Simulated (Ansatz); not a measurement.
## A computed series for Mg2Si: pressure series

The parent structure is Mg2Si (space group P4/nmm, No. 129; a = 4.141 Å, c = 6.907 Å; a cell from a computed database, its experimental status unchecked).

Cell and atoms are relaxed at each pressure.

Calculations: DFT with PBEsol, PAW potentials and a 420 eV plane-wave cutoff in Ansatz (a program for electronic structure), spin-orbit coupling left out.

Candidates:
(a) pressure 0.7 GPa
(b) pressure −1 GPa
(c) pressure 5 GPa

Base values:

* **c/a ratio**: 1.668

Question: Order them by c/a ratio, lowest first.

Answer: (b) pressure −1 GPa (1.663), (a) pressure 0.7 GPa (1.671), (c) pressure 5 GPa (1.686)

Load acts through the strain it causes; cell and atoms are relaxed under it. No phonon test of stability was made. Competing high-pressure phases were not computed. All final runs are without spin polarisation.
